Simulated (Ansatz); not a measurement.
The parent structure is Mo in the bcc (W type) structure (space group Im-3m, No. 229; a = 3.112 Å; relaxed with 0.1 eV smearing). Axes: x, y, z lie along the cube axes.

Method: DFT with LDA, PAW potentials and a 420 eV plane-wave cutoff in Ansatz (a quantum-chemistry and plane-wave program), no spin-orbit coupling.

Now apply this change: biaxial strain −0.42 %, plane normal [111], relaxed out of plane (Cartesian); in-plane vectors clamped, the third vector and the atoms free.

**Question.** How does this affect the out-of-plane strain and in-plane stress?

**Answer.** The out-of-plane strain amounts to +0.43 %; the mean in-plane stress (compression positive) amounts to +1.8 GPa.

No phonon test of stability was made. All final runs are without spin polarisation.
